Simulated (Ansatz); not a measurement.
GaSnSiN (model structure, started from the AlSiCN type, R3m, No. 160, 4 atoms in the cell) was calculated with PBE+SOC in Ansatz (plane waves, PAW).

Input:

Ansatz 0.2 input:
```yaml
crystal:
  lattice:
    - [1.8713197164, 1.0804067714, 6.1732278997]
    - [-1.8713197164, 1.0804067714, 6.1732278997]
    - [0.0, -2.1608140547, 6.1732278101]
  atoms:
    - { symbol: Ga, position: [0.0121457763, 0.0121457763, 0.0121457763] }
    - { symbol: N, position: [0.1196535518, 0.1196535518, 0.1196535518] }
    - { symbol: Sn, position: [0.489302947, 0.489302947, 0.489302947] }
    - { symbol: Si, position: [0.6289307249, 0.6289307249, 0.6289307249] }
basis:
  ecutwfc: 520
  ecutrho_ratio: 4
  xc_grid: 2
kpoints:
  mp_grid: { grid: [18, 18, 18] }
hamiltonian:
  xc: pbe
  dispersion: none
  pseudopotentials: { kind: paw }
scf:
  occupations: { method: fermi_dirac, width: 0.05 }
  convergence: { dr2_threshold: 0.0000000004 }
output:
  forces: true
  stress: true
  eigenvalues: true
magnetization:
  noncollinear: true
  spin_orbit: true
```

Excerpt of the program's output:

```
Crystal: 4 atoms, lattice volume = 74.886 Å³
Basis set: ecut = 520 eV, 1973 PW (Γ), FFT grids on a1−a3, a2−a3, a3, exchange–correlation on 60×60×100 points (8 copies of the dense FFT grid, shifted against one another)
Bands: 44, of which v1, the nominal top of the filled ones, is band 36 counted from 1 (35 counted from 0)
Symmetry: 6 space group operations + 6 with time reversal
k-points: 580 of 5832 (time reversal used)
Initial density: superposition of atomic densities (chi_scale 0.1, normalization cell, long waves kept (reshape's long-wave potential 0.37 eV rms))
Functional: x = pbe(κ = 0.804, μ = 0.2195149727645171), c = pbe(β = 0.06672455060314922)
spin=Noncollinear: Kerker preconditioning applied to the charge; magnetization (m_x, m_y, m_z) channels mix plain (no charge-response kernel on spin).
SCF 1 converged in 16 iterations: F = -10827.944586 eV  dr2 = 9.88e-11
SCF converged after 16 iterations
Free energy (F): -10827.944586 eV
Internal energy: -10827.933566 eV  (E = F + TS)
E sigma→0 (E₀):  -10827.939076 eV
Fermi energy:    8.922340 eV
--- Forces (eV/Å), atoms counted from 1 ---
  atom   1  Ga     0.00000000     0.00000000    -0.14232894
  atom   2  N     -0.00000000    -0.00000000     0.07195016
  atom   3  Sn     0.00000000    -0.00000000     0.09524235
  atom   4  Si     0.00000000     0.00000000    -0.02487427
--- Stress (GPa, compression-positive) ---
        3.389325       0.000000       0.000000
        0.000000       3.389325       0.000000
        0.000000       0.000000       3.314746
  P = ⅓ Tr σ = 3.3645 GPa (33.645 kbar)
```

Note: the relaxation could raise the start's symmetry but not lower it, so the cell can be a saddle point. Note: cell and atoms aren't relaxed at this level (largest force component 0.14 eV/Å, pressure 3.4 GPa).

Computing time: around 26 core-minutes (rough).

A model structure was made by putting elements into a prototype or built by hand; it is no filed structure, need not be a known phase, and can be a saddle point held by its symmetry.

Ansatz is a first-principles code.
